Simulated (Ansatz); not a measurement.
Seebeck coefficient (μV/K, mean over directions) of n-type LiCl (Fm-3m) against carrier density, PBEsol, rigid bands (Ansatz, a program for electronic structure). Computed gap 6.35 eV; densities at which minority carriers matter at this gap, or further valleys turn the trend, are left out. Conductivity mass 0.48 mₑ (harmonic mean over directions), N_c = 8.1e18 cm⁻³ at 300 K.

```tsv
electron density	300 K	500 K
1e16 cm⁻³	-792	-871
1e17 cm⁻³	-594	-673
1e18 cm⁻³	-396	-475
3e18 cm⁻³	-303	-382
1e19 cm⁻³	-206	-282
3e19 cm⁻³	?	?
1e20 cm⁻³	-75	-140
```

Question: Fill in the missing entries.

Answer: 
- 3e19 cm⁻³, 300 K: -129
- 3e19 cm⁻³, 500 K: -201

Rigid bands with a gap fixed in temperature, one relaxation time for all states, no polarons or phonon drag, and whether or not such doping can be reached. Spin-orbit coupling is left out.
